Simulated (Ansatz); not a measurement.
For AlB2-type LaCu2, PBEsol (Ansatz, a first-principles code, PAW) gives:

```
Property              Result
-------------------  -------
lattice parameter a  4.270 Å
c axis length        3.767 Å
```

### Question
What does r²SCAN (Ansatz, plane waves, PAW) give for the same quantities?

### Answer

- lattice constant a: 4.302 Å (goes up by 0.7 %)
- lattice parameter c: 3.864 Å (rises by 2.6 %)

Changes are worked out from the printed values.

Unless a cell is named, each level is at its own relaxed cell (PBEsol 19.83, r²SCAN 20.65 Å³/atom).

Ansatz's density-functional and Hartree–Fock values are scalar-relativistic unless marked +SOC, with PAW data made under PBE.
